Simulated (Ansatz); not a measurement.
Worked calculations on one periodic cell of amorphous Ti₂₀O₄₃La₂: Ti20O43La2, 65 atoms, volume 841.6 Å³, made by a melt-quench on the CHGNet potential and relaxed with DFT. O atoms were pushed apart under 1.9 Å during the dynamics, to hinder bonds among them. It is a model cell: composition and starting density were chosen by hand, and all elements were melted together. Cycles of charging were run to anneal it. All values below come from PBE, scalar-relativistic without spin-orbit coupling (plane waves to 420 eV, PAW; Ansatz, a quantum-chemistry and plane-wave program). Sampling: a 2×2×2 Γ-centred mesh; Fermi-Dirac width 0.02 eV; no spin polarisation. Its volume was relaxed, its shape was free, and it stands at a mean pressure of 0.0 GPa with stress components up to 0.1 GPa; the relaxation ran on the zone centre alone. Its density went from a set 3.90 to 3.79 g/cm³. The cell is small and was quenched far faster than a real film, so it is one sample of the glass.

**Question.** Count formal charges (Ti +4, O -2, La +3). What does the count lead one to expect at the Fermi level, and what does the calculation give?

**Answer.** 20 × (+4) + 43 × (-2) + 2 × (+3) = 0. The charges balance, so the anion-derived valence states can be full and a gap can open. On this mesh the highest filled and lowest empty level lie 2.72 eV apart, the PBE gap of this cell.

Four energies for an added electron at PBE on the zone centre alone (charged cells in a uniform background, spin-polarised): neutral at the neutral geometry -86980.214 eV; charged at the neutral geometry -86970.998 eV; charged and relaxed -86971.089 eV; neutral at the charged geometry -86980.036 eV.

**Question.** Find the two relaxation energies and their sum, the reorganisation energy.

**Answer.** On charging: -86970.998 − (-86971.089) = 0.091 eV. On discharging: -86980.036 − (-86980.214) = 0.178 eV. The sum is 0.269 eV. The carrier's level spreads over 9 of the 65 atoms' worth, so it counts as partly localised, most on one Ti atom with neighbours O 1.87 Å, O 1.99 Å, O 1.99 Å, O 2.03 Å, O 2.03 Å, O 2.05 Å (neutral geometry). The values are uncorrected: the image energy of a point charge in this cell, 2.84 × 14.40 / (2 × 9.4) = 2.2 eV before screening, is screened by electrons alone at the fixed geometry and by ions too after relaxing, and the carrier can be spread before it relaxes, so each term can be off by up to that value times 1/ε∞, some tenths of an eV. PBE's self-interaction favours spread-out carriers, so a hybrid can localise more.

Four energies for a hole at PBE on the zone centre alone (charged cells in a uniform background, spin-polarised): neutral at the neutral geometry -86980.214 eV; charged at the neutral geometry -86986.548 eV; charged and relaxed -86986.707 eV; neutral at the charged geometry -86979.687 eV.

**Question.** Find the two relaxation energies and their sum, the reorganisation energy.

**Answer.** On charging: -86986.548 − (-86986.707) = 0.159 eV. On discharging: -86979.687 − (-86980.214) = 0.527 eV. The sum is 0.686 eV. The carrier's level spreads over 5 of the 65 atoms' worth, so it counts as localised, most on one O atom with neighbours Ti 1.92 Å, Ti 1.95 Å, Ti 1.96 Å (neutral geometry). The values are uncorrected: the image energy of a point charge in this cell, 2.84 × 14.40 / (2 × 9.4) = 2.2 eV before screening, is screened by electrons alone at the fixed geometry and by ions too after relaxing, and the carrier can be spread before it relaxes, so each term can be off by up to that value times 1/ε∞, some tenths of an eV. PBE's self-interaction favours spread-out carriers, so a hybrid can localise more.
